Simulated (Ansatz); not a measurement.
BAs (R3m), r2SCAN with spin-orbit coupling, rigid bands (Ansatz, a quantum-chemistry and plane-wave program): Condition of this run: uniaxial stress along [111] of -3.2 GPa (compression positive) (the target of the relaxation). band gap 1.27 eV, N_c = 3.49e19 cm⁻³ and N_v = 5.63e18 cm⁻³ at 300 K, conductivity masses of 0.299 mₑ (electrons) and 0.324 mₑ (holes). Take k_BT = 0.02585 eV.

Problem. A film of it is 3 nm thick. Estimate the confinement energies in an infinite well.

Solution. ħ²π²/(2m t²) = 0.376 eV·nm²/(m/mₑ × t²) gives 140 meV for electrons and 129 meV for holes, so the gap would widen to about 1.54 eV. Finite barriers and nonparabolic bands lower this, and with several valleys or bands the heaviest mass along the normal sets the lowest level, not this average.

Problem. Find the intrinsic carrier density and the intrinsic Fermi level.

Solution. n_i = √(N_c N_v) exp(−E_g/2k_BT) = 1.40e19 × exp(−24.56) = 3.0e8 cm⁻³. The level lies (k_BT/2) ln(N_v/N_c) = -24 meV from mid-gap (positive towards the conduction band). Each 0.1 eV added to the gap lowers n_i by a factor of 6.9.

Problem. What built-in voltage has an abrupt junction with N_A = 1e17 and N_D = 1e17 cm⁻³, all dopants ionised?

Solution. V_bi = E_g/e − (k_BT/e) ln(N_c N_v/(N_A N_D)) = 1.27 − 0.02585 × 9.89 = 1.01 V. It follows the computed gap one for one.

Rigid, parabolic bands with the computed gap; masses take one relaxation time for all states. Geometry: cell and atoms relaxed with PBEsol.
